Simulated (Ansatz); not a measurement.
```
CELL_PARAMETERS angstrom
     15.00000     0.00000     0.00000
      0.00000    15.00000     0.00000
      0.00000     0.00000     6.50178
ATOMIC_POSITIONS crystal
  Sn 0.50000 0.50000 0.00000
  Sn 0.50000 0.50000 0.50000
  S  0.62090 0.50000 0.25000
  S  0.37910 0.50000 0.25000
  S  0.50000 0.62090 0.75000
  S  0.50000 0.37910 0.75000
```

Computed with PBE+D3(BJ) (plane waves to 420 eV, PAW; Ansatz, an electronic-structure program). Mesh 1×1×46. No spin polarisation, so a magnetic state wasn't tested. Isolated but for its images some 11 Å away. A hypothetical model. It keeps the symmetry and period of its start, so it need not be a minimum against all distortions. Pairing along the axis, which can open a gap, is among the distortions not tried. Values not marked SOC lack spin–orbit coupling.

Tabulate the two highest filled and two lowest empty levels along the axis, from the valence top.


| k (2π/c) | v2 (eV) | v1 (eV) | c1 (eV) | c2 (eV) |
|---|---|---|---|---|
| 0.000 | -0.49 | 0.00 | 2.92 | 2.95 |
| 0.042 | -0.49 | 0.00 | 2.92 | 2.95 |
| 0.083 | -0.49 | -0.01 | 2.93 | 2.94 |
| 0.125 | -0.47 | -0.02 | 2.93 | 2.94 |
| 0.167 | -0.46 | -0.04 | 2.92 | 2.95 |
| 0.208 | -0.44 | -0.06 | 2.90 | 2.96 |
| 0.250 | -0.42 | -0.09 | 2.88 | 2.96 |
| 0.292 | -0.39 | -0.12 | 2.87 | 2.96 |
| 0.333 | -0.36 | -0.15 | 2.86 | 2.95 |
| 0.375 | -0.34 | -0.19 | 2.85 | 2.93 |
| 0.417 | -0.32 | -0.22 | 2.86 | 2.91 |
| 0.458 | -0.30 | -0.26 | 2.86 | 2.89 |
| 0.500 | -0.29 | -0.29 | 2.88 | 2.88 |
